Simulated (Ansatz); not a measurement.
WC under a change: uniaxial strain ε_xx = +1.50 %

The parent structure is WC (space group P-6m2, No. 187; a = 2.884 Å, c = 2.812 Å; relaxed with 0.1 eV smearing). Axes: x lies along a and z along c of the hexagonal cell.

Now apply this change: uniaxial strain ε_xx = +1.50 %, all other strain components held at zero; the atoms relax in the strained cell.

Level of theory: Kohn–Sham DFT with the LDA functional, run in Ansatz (an electronic-structure program) with PAW and 420 eV plane waves, no spin-orbit coupling. k-mesh 23×23×20 (Γ-centred); smearing 0.1 eV (Fermi–Dirac).

The volume per atom grows by 0.15 Å³ (10.13 Å³ → 10.28 Å³) and the space group goes from P-6m2 (No. 187) to Amm2 (No. 38). The shortest interatomic distance goes up by 0.004 Å (2.179 Å → 2.183 Å) and the energy goes up by 5.2 meV/atom. The pressure (mean of the normal stresses, compression positive) goes from zero to -5.8 GPa and the band gap remains zero. The stress (xx, yy, zz, yz, xz, xy; compression positive) is (-10.8, -3.7, -2.8, 0.0, 0.0, 0.0) GPa.

Cost of the whole job for the changed cell (relaxation, final SCF and bands): very roughly 2.9 core-minutes.

Stability against distortions was not tested. The final runs are not spin-polarised.
